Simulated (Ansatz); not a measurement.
K₂SO₄ (Pnma, No. 62) was calculated with PBEsol in Ansatz (plane waves, PAW).

Numerical settings: plane-wave cutoff 520 eV, 6×6×4 k mesh (along the axes of the cell as run), Fermi–Dirac smearing 0.01 eV, scalar-relativistic PAW data made under PBE.

Properties against volume:

Shape and atoms are relaxed at each volume.

```csv
V (Å³/atom),P (GPa),direct gap at Γ (eV)
14.755,1.41,5.648
15.063,0.66,5.533
15.370,0.00,5.422
15.678,-0.57,5.313
15.985,-1.05,5.207
```

A straight line through the gaps at Γ against ln V gives a volume deformation potential dE_g(Γ)/d ln V of -5.5 eV: the gap at Γ widens under compression.

Note: the relaxation could not lower the start's symmetry, so the cell can be a saddle point above a distorted one; the bulk modulus comes from volumes at which shape and atoms were relaxed.

Ansatz is a program for electronic structure.
